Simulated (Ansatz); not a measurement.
Data:

```
CaTiO3
1.0
    3.84142     0.00000     0.00000
    0.00000     3.84142     0.00000
    0.00000     0.00000     3.79878
Ca Ti O
1 1 3
Cartesian
  0.00000   0.00000   0.00000
  1.92071   1.92071   1.89939
  0.00000   1.92071   1.89939
  1.92071   1.92071   0.00000
  1.92071   0.00000   1.89939
```

No spin polarisation.

The values are results of PBEsol (Ansatz, an electronic-structure program; PAW; 420 eV plane waves; spin-orbit coupling left out), earlier PAW set, not measurements. k-mesh 9×9×9 (Γ-centred); smearing 0.05 eV (Fermi–Dirac).

Problem. Predict the smallest direct gap, band gap, stress and gap character.

Solution. 
- Smallest direct gap = 2.31 eV
- Band gap = 1.89 eV
- Stress (xx, yy, zz, yz, xz, xy; compression positive) = (1.16, 1.16, 4.34, 0.00, 0.00, 0.00) GPa
- Gap character = indirect, A → Γ

The cells carry an imposed strain or load. No phonon test of stability was made. The final runs are not spin-polarised. The cell was made from CaTiO₃ in the cubic perovskite structure (space group Pm-3m, No. 221; a model cell) by this change: uniaxial strain ε_zz = −1.11 %. Many cubic perovskites are stable only at high temperature; tilts and polar distortions were not tested.
